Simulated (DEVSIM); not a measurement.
Device: CdS/CdTe n-p heterojunction, at 350 K.

```
layer (left to right)  material  thickness (μm)  Nd (cm⁻³)  Na (cm⁻³)   τn (s)   τp (s)
---------------------  --------  --------------  ---------  ---------  -------  -------
1                           CdS            1.70     1.2e18          -  5.2e-10  5.2e-10
2                          CdTe           0.130          -     5.1e17  5.2e-10  5.2e-10
```

Left contact: ohmic. Right contact: ohmic. Voltage is applied to the left contact. Recombination: SRH at mid-gap. Mobility is constant in doping.

Constants are typed, rounded textbook-type inputs, not results; the design itself was drawn at random and stands for no fabricated device. Values at 300 K; Nc and Nv go as T^1.5, mobilities as T to minus their exponent, the gap by Varshni's rule with the affinity fixed.

```tsv
parameter	CdS	CdTe
gap (eV)	2.4	1.5
affinity (eV)	4.3	4.28
permittivity	9	10.2
Nc (cm⁻³)	2.2e18	8e17
Nv (cm⁻³)	1.8e19	1.8e19
μn (cm²/Vs)	300	1000
μp (cm²/Vs)	25	80
T exponent of μn	1.5	1.7
T exponent of μp	1.5	1.5
Varshni α (eV/K)	0.00039	0.00031
Varshni β (K)	103	108
```

Simulated with DEVSIM: 1D drift-diffusion, Boltzmann statistics, complete ionisation; no tunnelling, impact ionisation, image-force lowering or self-heating. Band offsets follow the typed affinities; no thermionic-emission limit at abrupt steps, no polarisation charge.

Question: Tabulate band edges, carrier densities and field at -1.1 V on the left contact.

Answer: Energies count from the Fermi level of the right contact; mesh points crowd at the junctions.

| x (μm) | Ec (eV) | Ev (eV) | n (cm⁻³) | p (cm⁻³) | field (V/cm) |
|---|---|---|---|---|---|
| 0.000 | 1.125 | -1.256 | 1.2e18 | < 1e2 | ≈ 0 |
| 0.004798 | 1.125 | -1.256 | 1.2e18 | < 1e2 | ≈ 0 |
| 0.01436 | 1.125 | -1.256 | 1.2e18 | < 1e2 | ≈ 0 |
| 0.03343 | 1.125 | -1.256 | 1.2e18 | < 1e2 | ≈ 0 |
| 0.09248 | 1.125 | -1.256 | 1.2e18 | < 1e2 | ≈ 0 |
| 0.1892 | 1.125 | -1.256 | 1.2e18 | < 1e2 | ≈ 0 |
| 0.3820 | 1.125 | -1.256 | 1.2e18 | < 1e2 | ≈ 0 |
| 0.9480 | 1.125 | -1.256 | 1.2e18 | < 1e2 | ≈ 0 |
| 1.325 | 1.125 | -1.256 | 1.2e18 | < 1e2 | ≈ 0 |
| 1.522 | 1.125 | -1.256 | 1.2e18 | < 1e2 | ≈ 0 |
| 1.613 | 1.125 | -1.256 | 1.2e18 | < 1e2 | ≈ 0 |
| 1.669 | 1.125 | -1.256 | 1.2e18 | < 1e2 | 56 |
| 1.687 | 1.128 | -1.254 | 1.1e18 | < 1e2 | 8600 |
| 1.696 | 1.158 | -1.223 | 4.0e17 | < 1e2 | 80000 |
| 1.702 | 1.250 | -0.235 | 6.9e15 | 9.3e15 | 130000 |
| 1.708 | 1.312 | -0.173 | 8.7e14 | 7.3e16 | 77000 |
| 1.719 | 1.361 | -0.125 | 1.7e14 | 3.6e17 | 17000 |
| 1.741 | 1.371 | -0.115 | 9.8e13 | 5.1e17 | 420 |
| 1.791 | 1.371 | -0.114 | 4.3e13 | 5.1e17 | ≈ 0 |
| 1.812 | 1.371 | -0.114 | 2.0e13 | 5.1e17 | ≈ 0 |
| 1.823 | 1.371 | -0.114 | 7.9e12 | 5.1e17 | ≈ 0 |
| 1.830 | 1.371 | -0.114 | < 1e2 | 5.1e17 | ≈ 0 |
